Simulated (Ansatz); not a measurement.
The parent structure is GaN in the wurtzite structure (space group P6_3mc, No. 186; a = 3.183 Å, c = 5.186 Å).

All numbers come from Ansatz (a first-principles code), PBEsol, PAW, cutoff 420 eV, without spin-orbit coupling, earlier PAW set.

Carriers are added at fixed cell with a uniform background; the Fermi–Dirac width is that of 300 K.

One change was made to it. Results:

```json
[
 {"quantity": "gap character", "base": "direct at Γ", "after": "direct at Γ"},
 {"quantity": "Fermi level relative to the doped band's edge (positive inside the band; to 0.05 eV)", "base": "–", "after": "+2.35 eV"},
 {"quantity": "gap between the host's bands", "base": "1.88 eV", "after": "1.77 eV"}
]
```

Task: Which change produced these results?
A) electrons 1.5×10^21 cm⁻³
B) electrons 7.0×10^21 cm⁻³
C) holes 7.0×10^21 cm⁻³
D) holes 1.5×10^21 cm⁻³

Result: B, electrons 7.0×10^21 cm⁻³. For comparison, the Fermi level from band edge in the other runs: holes 1.5×10^21 cm⁻³ gives +0.20 eV; holes 7.0×10^21 cm⁻³ gives +0.45 eV; electrons 1.5×10^21 cm⁻³ gives +1.45 eV.

Charged cell with a jellium background: band edges are those of the host's band count, energies are not comparable with the neutral cell, and many-body gap narrowing is missing. Whether these cells are dynamically stable was not tested.
